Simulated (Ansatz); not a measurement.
BP (F-43m), Ansatz (a quantum-chemistry and plane-wave program) with r2SCAN, rigid bands: Condition of this run: functional r2SCAN on the same cell. band gap 1.40 eV, N_c = 4.14e19 cm⁻³ and N_v = 3.47e19 cm⁻³ at 300 K, conductivity masses of 0.323 mₑ (electrons) and 0.365 mₑ (holes). Take k_BT = 0.02585 eV.

Q: Find the intrinsic carrier density and the intrinsic Fermi level.

A: n_i = √(N_c N_v) exp(−E_g/2k_BT) = 3.79e19 × exp(−27.08) = 6.6e7 cm⁻³. The level lies (k_BT/2) ln(N_v/N_c) = -2 meV from mid-gap (positive towards the conduction band). Each 0.1 eV added to the gap lowers n_i by a factor of 6.9.

Q: A film of it is 3 nm thick. Estimate the confinement energies in an infinite well.

A: ħ²π²/(2m t²) = 0.376 eV·nm²/(m/mₑ × t²) gives 129 meV for electrons and 114 meV for holes, so the gap would widen to about 1.64 eV. Finite barriers and nonparabolic bands lower this, and with several valleys or bands the heaviest mass along the normal sets the lowest level, not this average.

Q: What thermal injection velocity √(2k_BT/πm) limits a ballistic channel?

A: 9.47e6 cm/s for electrons and 8.91e6 cm/s for holes, a ratio of √(m_h/m_e) = 1.06, for dilute carriers.

Rigid, parabolic bands with the computed gap; masses take one relaxation time for all states. Spin-orbit coupling is left out; where it splits the top of the valence band, N_v and the p-type Seebeck coefficient come out somewhat high without it. Geometry: cell and atoms relaxed with PBEsol.
